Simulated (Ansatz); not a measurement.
We consider Li2MnO3 (C2/m, No. 12), described by PBEsol-D3(BJ) in Ansatz (plane waves, PAW).

Numerical settings: plane-wave cutoff 520 eV, 8×8×8 k mesh, Fermi–Dirac smearing 0.01 eV, spin-polarised with parallel moments, scalar-relativistic PAW data made under PBE.

The cell is scaled about its equilibrium volume:

Shape and atoms are relaxed at each volume.

| V (Å³/atom) | P (GPa) | direct gap at Γ (eV) | smallest gap on the k mesh (eV) |
|---|---|---|---|
| 7.581 | 5.92 | 2.062 | 1.258 |
| 7.739 | 2.80 | 2.067 | 1.292 |
| 7.897 | 0.01 | 2.069 | 1.322 |
| 8.055 | -2.50 | 2.065 | 1.351 |
| 8.213 | -4.74 | 2.061 | 1.377 |

The fundamental gap (1.32 eV at the equilibrium volume, with added k points) lies elsewhere than Γ–Γ.

Note: the magnetic order was assumed, not searched for or taken from measurement; the relaxation could not lower the start's symmetry, so the cell can be a saddle point above a distorted one; without U or exact exchange, gaps and moments of open d shells tend to come out too small; the bulk modulus comes from volumes at which shape and atoms were relaxed.

Ansatz is a program for electronic structure.
